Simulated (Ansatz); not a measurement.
CoSn₂ (I4/mcm, No. 140, 6 atoms in the cell; start mp-20155), treated with LDA (Ansatz, a program for electronic structure, plane waves, PAW).

Numerical settings: plane-wave cutoff 520 eV, 14×14×14 k mesh, Fermi–Dirac smearing 0.05 eV, no spin polarisation, scalar-relativistic PAW data made under PBE.

Cell (relaxed at this level):

```
CELL_PARAMETERS angstrom
     -3.10662     3.10662     2.68077
      3.10662    -3.10662     2.68077
      3.10662     3.10662    -2.68077
ATOMIC_POSITIONS crystal
  Co 0.25000 0.25000 0.00000
  Co 0.75000 0.75000 0.00000
  Sn 0.16660 0.33340 0.50000
  Sn 0.83340 0.66660 0.50000
  Sn 0.33340 0.83340 0.16680
  Sn 0.66660 0.16660 0.83320
```

**Question.** Predict the bulk modulus B0.

**Answer.** 
- bulk modulus B0 = 128 GPa

Note: the run has no spin polarisation, so it can have missed a magnetic state; the bulk modulus is −V dP/dV from two relaxed cells at ±2 % in volume; the relaxation could not lower the start's symmetry, so the cell can be a saddle point above a distorted one.

Spin–orbit coupling is not included.

Static lattice: no zero-point or thermal effects.

Cost on a shared machine: very roughly 10 core-minutes.

A start named mp-… is a Materials Project structure, which need not be a measured phase.
